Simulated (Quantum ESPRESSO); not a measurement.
A user runs Quantum ESPRESSO on NiAgF3 (Cmcm, 10 atoms in the cell) and asks whether the run is sound. The aim is a self-consistent single point with DFT, PBEsol+U, plane waves, PSlibrary PAW (PBE) pseudopotentials.

Cell that was meant: a = 5.6731 Å, b = 5.6731 Å, c = 7.6339 Å, α = 90.00°, β = 90.00°, γ = 148.82°.

Part of the input:

```fortran
    ibrav = 0
    nat = 10
    ntyp = 3
    ecutwfc = 11
    ecutrho = 66
    occupations = 'smearing'
    smearing = 'gaussian'
    degauss = 0.0036749
```

Log, with long lists cut:

```
     file Ni.pbe-n-kjpaw_psl.1.0.0.UPF: wavefunction(s)  4S 3D renormalized
   [... lines left out ...]
     SPIN  2
     eigenvalues:
       0.600  0.600  0.600  0.600  0.600
     ------------------------ ATOM    2 ------------------------
     Tr[ns(  2)] (up, down, total) =   5.00000  3.00000  8.00000
     Atomic magnetic moment for atom   2 =   2.00000
     SPIN  1
     eigenvalues:
       1.000  1.000  1.000  1.000  1.000
     SPIN  2
     eigenvalues:
       0.600  0.600  0.600  0.600  0.600

     Number of occupied Hubbard levels =   16.0000

     Atomic wfc used for Hubbard projectors are NOT orthogonalized
     Self-consistent Calculation

     iteration #  1     ecut=    11.00 Ry     beta= 0.40

     =================== HUBBARD OCCUPATIONS ===================
     ------------------------ ATOM    1 ------------------------
     Tr[ns(  1)] (up, down, total) =   2.28903  1.99929  4.28832
     Atomic magnetic moment for atom   1 =   0.28974
     SPIN  1
     eigenvalues:
       0.378  0.387  0.505  0.509  0.511
     SPIN  2
     eigenvalues:
       0.278  0.279  0.473  0.482  0.486
     ------------------------ ATOM    2 ------------------------
   [... lines left out ...]
     atom   1 (R=0.147)  charge=  7.0896  magn=  0.0002
     atom   2 (R=0.147)  charge=  7.0896  magn=  0.0002
     atom   3 (R=0.184)  charge=  8.3109  magn= -0.0001
     atom   4 (R=0.184)  charge=  8.3109  magn= -0.0001
     atom   5 (R=0.147)  charge=  6.1640  magn=  0.0000
     atom   6 (R=0.147)  charge=  6.1640  magn=  0.0000
     atom   7 (R=0.147)  charge=  6.1640  magn=  0.0000
     atom   8 (R=0.147)  charge=  6.1640  magn=  0.0000
     atom   9 (R=0.147)  charge=  6.1959  magn=  0.0000
     atom  10 (R=0.147)  charge=  6.1959  magn=  0.0000
     End of self-consistent calculation

     =================== HUBBARD OCCUPATIONS ===================
     ------------------------ ATOM    1 ------------------------
     Tr[ns(  1)] (up, down, total) =   2.41640  2.41631  4.83271
     Atomic magnetic moment for atom   1 =   0.00009
     SPIN  1
     eigenvalues:
       0.421  0.442  0.507  0.521  0.525
     SPIN  2
     eigenvalues:
       0.421  0.442  0.507  0.521  0.525
     ------------------------ ATOM    2 ------------------------
     Tr[ns(  2)] (up, down, total) =   2.41640  2.41631  4.83271
     Atomic magnetic moment for atom   2 =   0.00009
     SPIN  1
     eigenvalues:
       0.421  0.442  0.507  0.521  0.525
     SPIN  2
     eigenvalues:
       0.421  0.442  0.507  0.521  0.525

   [... lines left out ...]
     the Fermi energy is     7.0030 ev
!    total energy              =   -1353.92058413 Ry
     total magnetization       =     0.00 Bohr mag/cell
     absolute magnetization    =     0.00 Bohr mag/cell
   [... lines left out ...]

     Total force =     0.410221     Total SCF correction =     0.000014

          total   stress  (Ry/bohr**3)                   (kbar)     P=   -16411.66
  -0.11078694  -0.00000000   0.00000000       -16297.32       -0.00        0.00
   0.00000000  -0.11090128   0.00000000            0.00   -16314.14        0.00
   0.00000000   0.00000000  -0.11300432            0.00        0.00   -16623.51

   JOB DONE.
```

Can these results be used? Check the input.

The run is not sound. The fault is a basis or grid far too coarse for these potentials. Far below the cutoff that the potentials were made for, the basis cannot represent the orbitals near the nuclei, and energies, forces and above all the stress go wrong. To fix it, restore the cutoff that the potentials need and check convergence. The run converged in 23 iterations without an error; against the sound input the free energy goes up by 89.2 eV/atom, the pressure goes from -4.19 to -1641 GPa, the largest force goes from 0.099 to 4.303 eV/Å, no clean gap remains on the mesh (levels overlap or are partly filled), against 1.59 eV before and the size of the net moment goes from 0.40 to 0.00 μB/atom.

The sound input it was made from differs as follows (other fixes are possible):
```diff
-    ecutwfc = 11
-    ecutrho = 66
+    ecutwfc = 55
+    ecutrho = 330
```

With that input, the run converged in 19 iterations: free energy E − TS -19312.6384 eV; top of the valence band (on the code's own zero) 5.03 eV; gap on the k-point mesh 1.59 eV; pressure -4.19 GPa; largest force (vector length) 0.099 eV/Å (DFT, PBEsol+U, plane waves, PSlibrary PAW (PBE) pseudopotentials).

On the sound input: the starting cell comes from a database of computed structures (which also holds hypothetical and non-ambient phases and stackings), without a prior relaxation at this level. The magnetic order is the one reached from the typed start; others were not searched systematically. With U or open f shells several self-consistent states can exist. With a pressure of about -4 GPa the cell is away from its equilibrium volume at this level.
